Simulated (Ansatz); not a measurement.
The parent structure is ZnS in the wurtzite structure (space group P6_3mc, No. 186; a = 3.845 Å, c = 6.306 Å). Axes: x lies along a and z along c of the hexagonal cell.

Modification: biaxial strain −1.34 %, plane normal [001], relaxed out of plane (Cartesian); in-plane vectors clamped, the third vector and the atoms free.

Levels (all Ansatz, an electronic-structure program, PAW): PBE (420 eV, without spin-orbit coupling); r2SCAN (500 eV, no spin-orbit coupling).

The geometry is relaxed with PBE.

| Property | Result |
|---|---|
| PBE electron mass | 0.15 mₑ out of plane, 0.19 mₑ in plane (at Γ) |
| PBE band gap | 2.09 eV |
| PBE gap character | direct at Γ |

Predict the electron mass, band gap and gap character from r2SCAN.

The electron mass becomes 0.17 mₑ out of plane, 0.21 mₑ in plane (at Γ) (PBE: 0.15 mₑ out of plane, 0.19 mₑ in plane (at Γ)); the band gap goes up by 0.56 eV, from 2.09 eV to 2.65 eV; the gap character remains direct at Γ.

Single points use the geometry relaxed with PBE. Effective masses come from finite differences of ±0.01 Å⁻¹. Whether these cells are dynamically stable was not tested.
